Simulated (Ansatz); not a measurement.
We consider CsCl-type AuZn (cubic form, which distorts at low temperature), described by r²SCAN0 in Ansatz (plane waves, PAW).

Numerical settings: plane-wave cutoff 520 eV, 8×8×8 k mesh, Fermi–Dirac smearing 0.05 eV, scalar-relativistic PAW data made under PBE.

Cell (relaxed at this level):

```xyz
2
Lattice="3.1471 0.0000 0.0000 0.0000 3.1471 0.0000 0.0000 0.0000 3.1471" Properties=species:S:1:pos:R:3 pbc="T T T"
Zn     1.5736     1.5736     1.5736
Au     0.0000     0.0000     0.0000
```

### Question
What does this level give for the bulk modulus B0 and pressure derivative B′ of the bulk modulus?

### Answer

bulk modulus B0: 135 GPa
pressure derivative B′ of the bulk modulus: 5.4

Measured, for comparison: bulk modulus 131 GPa (temperature not stated, no zero-point or thermal correction; as tabulated in Nepal et al. (2020), arXiv:2007.11150). Computed (rounded) less measured: bulk modulus +3 %. A static lattice is as a rule a little smaller and stiffer than an uncorrected measurement, which narrows the difference in the bulk modulus and would widen misses of the other sign.

Note: symmetry holds this phase in the static calculation, where it need not be a minimum.

Spin–orbit coupling is not included; it can shift volumes and moduli of such heavy elements.

Computed values are for the static lattice.

Ansatz is an electronic-structure program.
